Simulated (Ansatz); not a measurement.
An Ansatz (a first-principles code) run: SnS with a change (uniaxial strain ε_yy = +0.29 %); Kohn–Sham DFT with the PBE-D3(BJ) functional, run in Ansatz with PAW and 420 eV plane waves, without spin-orbit coupling, earlier PAW set.

Input:

Ansatz 0.2 input:
```yaml
crystal:
  lattice:
    - [11.1554798793, 0, 0]
    - [0, 4.0115133814, 0]
    - [0, 0, 4.2608163468]
  atoms:
    - { symbol: Sn, position: [0.6184214756, 0.75, 0.6117611186] }
    - { symbol: Sn, position: [0.8815785244, 0.25, 0.1117611186] }
    - { symbol: Sn, position: [0.3815785244, 0.25, 0.3882388814] }
    - { symbol: Sn, position: [0.1184214756, 0.75, 0.8882388814] }
    - { symbol: S, position: [0.3528675974, 0.75, 0.9752636125] }
    - { symbol: S, position: [0.1471324026, 0.25, 0.4752636125] }
    - { symbol: S, position: [0.6471324026, 0.25, 0.0247363875] }
    - { symbol: S, position: [0.8528675974, 0.75, 0.5247363875] }
basis: { ecutwfc: 420, ecutrho_ratio: 4, xc_grid: 2, fft_grid_basis: typed }
kpoints: { mp_grid: { grid: [3, 8, 8] } }
hamiltonian:
  xc: pbe
  dispersion: d3bj
  pseudopotentials: { azcp: { folder: ./paw }, kind: paw }
scf: { occupations: { method: fermi_dirac, width: 0.05 }, convergence: { dr2_threshold: 0.0000000008 } }
relax: { f_tol: 0.005, max_steps: 50 }
output: { forces: true, stress: true }
checkpoint: { write: state.ck, write_every: 1000 }
```

Output (explanatory and most iteration lines left out):

```
Relaxation: its limit of steps is 50 (relax.max_steps)
Pseudopotential: Sn, paw, valence charge 14
Pseudopotential: S, paw, valence charge 6
Crystal: 8 atoms, lattice volume = 190.673 Å³
Basis set: ecut = 420 eV, 3719 PW (Γ), exchange–correlation on 150×54×60 points (8 copies of the dense FFT grid, shifted against one another)
Bands: 48, of which v1, the nominal top of the filled ones, is band 40 counted from 1 (39 counted from 0)
Symmetry: 8 space group operations
Space group: Pnma (ITA 62), of the structure as read, at distance tolerance 5.8e-5 Å
k-points: 50 of 192
Functional: x = pbe(κ = 0.804, μ = 0.2195149727645171), c = pbe(β = 0.06672455060314922)
SCF iter   1: F=—  HF=-27711.985848 eV  |F-HF|=—  |Δ(HF+E_count)|=         —  Δρ=2.36e-2  dr2=1.26e0  ethr=3.10e-3  ⟨swp⟩=7.5  Hψ=10192  notcnv=0  defer=2
SCF iter   2: F=—  HF=-27711.741132 eV  |F-HF|=—  |Δ(HF+E_count)|=   2.45e-1  Δρ=1.20e-2  dr2=2.54e-1  ethr=1.58e-3  ⟨swp⟩=3.2  Hψ=5017  notcnv=0  defer=101
SCF 1 converged in 10 iterations: F = -27711.735714 eV  dr2 = 1.07e-10
relax step   1: F+E_penalty+E_count = -27711.73571438 eV  Δ(F+E_penalty+E_count) = +0.000e0 eV  max|allowed force component| = 1.052e-2 eV/Å  Δτ_max = 0.0000 Å  (10 SCF iters, accepted)
Crystal: 8 atoms, lattice volume = 190.673 Å³
SCF iter   1: F=—  HF=-27711.735728 eV  |F-HF|=—  |Δ(HF+E_count)|=         —  Δρ=3.17e-4  dr2=1.62e-4  ethr=1.90e-7  ⟨swp⟩=3.0  Hψ=7751  notcnv=0  defer=95
SCF iter   2: F=—  HF=-27711.735710 eV  |F-HF|=—  |Δ(HF+E_count)|=   1.72e-5  Δρ=1.71e-4  dr2=4.45e-5  ethr=1.90e-7  ⟨swp⟩=1.4  Hψ=2645  notcnv=0  defer=95
SCF 2 converged in 7 iterations: F = -27711.735679 eV  dr2 = 5.30e-11
relax step   2: F+E_penalty+E_count = -27711.73567942 eV  Δ(F+E_penalty+E_count) = +3.495e-5 eV  max|allowed force component| = 8.790e-3 eV/Å  Δτ_max = 0.0075 Å  (7 SCF iters, rejected (line search))
Crystal: 8 atoms, lattice volume = 190.673 Å³
SCF iter   1: F=—  HF=-27711.735789 eV  |F-HF|=—  |Δ(HF+E_count)|=         —  Δρ=2.73e-4  dr2=1.05e-4  ethr=1.64e-6  ⟨swp⟩=4.1  Hψ=6418  notcnv=0  defer=95
SCF iter   2: F=—  HF=-27711.735781 eV  |F-HF|=—  |Δ(HF+E_count)|=   7.83e-6  Δρ=1.47e-4  dr2=2.91e-5  ethr=1.31e-7  ⟨swp⟩=1.2  Hψ=2993  notcnv=0  defer=95
SCF 3 converged in 6 iterations: F = -27711.735776 eV  dr2 = 6.36e-10
relax step   3: F+E_penalty+E_count = -27711.73577573 eV  Δ(F+E_penalty+E_count) = -6.135e-5 eV  max|allowed force component| = 4.026e-3 eV/Å  Δτ_max = 0.0021 Å  (6 SCF iters, accepted)
SCF converged after 6 iterations
Free energy (F): -27711.735776 eV
Internal energy: -27711.735770 eV  (E = F + TS)
E sigma→0 (E₀):  -27711.735773 eV
Entropy (-TS):   -0.000005 eV (-0.001 meV/atom)
Fermi energy:    8.948003 eV
  E_disp       = -2.769121  (pairwise vdW)
--- Forces (eV/Å), atoms counted from 1 ---
  atom   1  Sn    -0.00402552     0.00000000     0.00029666
  atom   2  Sn     0.00402552     0.00000000     0.00029666
  atom   3  Sn     0.00402552     0.00000000    -0.00029666
  atom   4  Sn    -0.00402552     0.00000000    -0.00029666
  atom   5  S      0.00018813     0.00000000     0.00199221
  atom   6  S     -0.00018813     0.00000000     0.00199221
  atom   7  S     -0.00018813     0.00000000    -0.00199221
  atom   8  S      0.00018813     0.00000000    -0.00199221
--- Stress (GPa, compression-positive) ---
       -0.033305       0.000000       0.000000
        0.000000      -0.250765       0.000000
        0.000000       0.000000      -0.102746
  P = ⅓ Tr σ = -0.1289 GPa (-1.289 kbar)
--- Relaxed structure (3 steps of the walk, 2 accepted, 0 SCFs on fresh bases) ---
  atoms:
    - { symbol: Sn, position: [0.618581255836989, 0.75, 0.6120025357064784] }
    - { symbol: Sn, position: [0.8814187441630112, 0.24999999999999997, 0.11200253570647842] }
    - { symbol: Sn, position: [0.38141874416301114, 0.24999999999999997, 0.38799746429352155] }
    - { symbol: Sn, position: [0.11858125583698884, 0.75, 0.8879974642935214] }
    - { symbol: S, position: [0.35292288422133655, 0.75, 0.97551683068031] }
    - { symbol: S, position: [0.14707711577866345, 0.24999999999999997, 0.4755168306803098] }
    - { symbol: S, position: [0.6470771157786636, 0.24999999999999997, 0.02448316931969008] }
    - { symbol: S, position: [0.8529228842213364, 0.75, 0.52448316931969] }
```

No phonon test of stability was made. The cell was made from SnS in the GeS type structure (space group Pnma, No. 62) by this change: uniaxial strain ε_yy = +0.29 %.
